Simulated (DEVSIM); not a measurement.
Structure: illuminated Ge p-on-n cell, one wavelength, at 400 K.

```tsv
layer (left to right)	material	thickness (μm)	Nd (cm⁻³)	Na (cm⁻³)	τn (s)	τp (s)	absorption coefficient (cm⁻¹)
1	Ge	0.0740	-	3.4e18	2.4e-9	3.2e-9	6800
2	Ge	32.0	1.4e15	-	1e-7	1e-7	6800
```

Left contact: ohmic, minority electron recombination velocity 200 cm/s. Right contact: ohmic, minority hole recombination velocity 2e6 cm/s. Voltage is applied to the left contact. Recombination: SRH at mid-gap, radiative, Auger. Light enters at the left, 2.8e17 photons cm⁻² s⁻¹, one pass, no reflection. Mobility is μmin + (μ − μmin)/(1 + (N/Nref)^α).

Constants are typed, rounded textbook-type inputs, not results; the design itself was drawn at random and stands for no fabricated device. Values at 300 K; Nc and Nv go as T^1.5, mobilities as T to minus their exponent, the gap by Varshni's rule with the affinity fixed.

```tsv
parameter	Ge
gap (eV)	0.664
affinity (eV)	4
permittivity	16
Nc (cm⁻³)	1.04e19
Nv (cm⁻³)	6e18
μn (cm²/Vs)	3900
μp (cm²/Vs)	1900
μn,min	150
μp,min	100
Nref,n	2.6e17
Nref,p	4e17
αn	0.56
αp	0.6
T exponent of μn	1.66
T exponent of μp	2.33
B (cm³/s)	6.4e-14
Cn (cm⁶/s)	1e-31
Cp (cm⁶/s)	1e-31
Varshni α (eV/K)	0.000477
Varshni β (K)	235
```

DEVSIM, 1D drift-diffusion, Boltzmann statistics, complete ionisation; no tunnelling, impact ionisation, image-force lowering or self-heating.

Question: Tabulate band edges, carrier densities and field at zero bias, in the dark.

Answer: Energies count from the Fermi level of the right contact; mesh points crowd at the junctions.

```csv
x (μm),Ec (eV),Ev (eV),n (cm⁻³),p (cm⁻³),field (V/cm)
0.000,0.590,-0.034,6.0e11,3.4e18,≈ 0
0.01897,0.590,-0.034,6.0e11,3.4e18,≈ 0
0.03994,0.590,-0.034,6.0e11,3.4e18,≈ 0
0.06199,0.589,-0.035,6.1e11,3.3e18,-2600
0.08610,0.485,-0.139,1.2e13,1.6e17,-36000
0.1222,0.411,-0.213,1.1e14,1.9e16,-13000
0.1887,0.358,-0.266,5.0e14,4.1e15,-5200
0.3900,0.312,-0.312,1.9e15,1.1e15,-720
0.7298,0.305,-0.319,2.3e15,8.9e14,-23
1.409,0.305,-0.319,2.3e15,8.9e14,≈ 0
2.660,0.305,-0.319,2.3e15,8.9e14,≈ 0
6.447,0.305,-0.319,2.3e15,8.9e14,≈ 0
12.84,0.305,-0.319,2.3e15,8.9e14,≈ 0
21.86,0.305,-0.319,2.3e15,8.9e14,≈ 0
27.92,0.305,-0.319,2.3e15,8.9e14,≈ 0
29.92,0.305,-0.319,2.3e15,8.9e14,≈ 0
31.01,0.305,-0.319,2.3e15,8.9e14,≈ 0
31.53,0.305,-0.319,2.3e15,8.9e14,≈ 0
31.88,0.305,-0.319,2.3e15,8.9e14,≈ 0
31.98,0.305,-0.319,2.3e15,8.9e14,≈ 0
32.04,0.305,-0.319,2.3e15,8.9e14,≈ 0
32.07,0.305,-0.319,2.3e15,8.9e14,≈ 0
```
